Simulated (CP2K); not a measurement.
Band structure of SrAlGeH (P3m1, 4 atoms in the cell).

```
CELL_PARAMETERS angstrom
      4.26579     0.00000     0.00000
     -2.13289     3.69428     0.00000
      0.00000     0.00000     4.96727
ATOMIC_POSITIONS crystal
  Sr 0.33333 0.66667 0.00460
  Al 0.00000 0.00000 0.45805
  Ge 0.66667 0.33333 0.56130
  H  0.00000 0.00000 0.10525
```

Method: PBEsol, GPW, DZVP-MOLOPT-SR-GTH basis, GTH-PBE potentials (GTH_POTENTIALS) (CP2K).

Settings: CUTOFF = 500 Ry; REL_CUTOFF = 60 Ry; SMEAR/METHOD = FERMI_DIRAC; ELECTRONIC_TEMPERATURE = 116.05 K; KPOINTS/SCHEME = MONKHORST-PACK 5 5 4; GAMMA_CENTERED = T; XC_FUNCTIONAL = PBE:PBESOL; Sr/BASIS_SET = DZVP-MOLOPT-SR-GTH; Sr/POTENTIAL = GTH-PBE-q10; Al/BASIS_SET = DZVP-MOLOPT-SR-GTH; Al/POTENTIAL = GTH-PBE-q3; Ge/BASIS_SET = DZVP-MOLOPT-SR-GTH; Ge/POTENTIAL = GTH-PBE-q4; H/BASIS_SET = DZVP-MOLOPT-SR-GTH.

The starting cell comes from a database of computed structures (which also holds hypothetical and non-ambient phases and stackings), without a prior relaxation at this level. Values carry the incompleteness of an atom-centred basis. The potentials were made for another functional than the one used.

Question: Predict the gap along the standard path and the places of the band edges.

Answer: The gap along the path is 0.54 eV, from A to a point between A|L and M|K; the smallest direct gap on it is 1.28 eV.

Levels in eV from the top of the valence band on the SCF mesh, bands 6 to 10:
```csv
point,6,7,8,9,10
Γ,-4.71,-1.50,-0.64,-0.64,1.32
M,-6.49,-3.30,-1.51,-0.72,0.56
K,-6.40,-3.75,-2.74,-0.79,1.01
A,-6.19,-0.19,-0.19,0.00,1.43
L,-5.86,-4.18,-1.87,-1.68,1.30
H,-6.14,-3.98,-3.02,-1.34,2.04
```

Higher empty bands are left out: an atom-centred basis made for the valence describes them poorly.
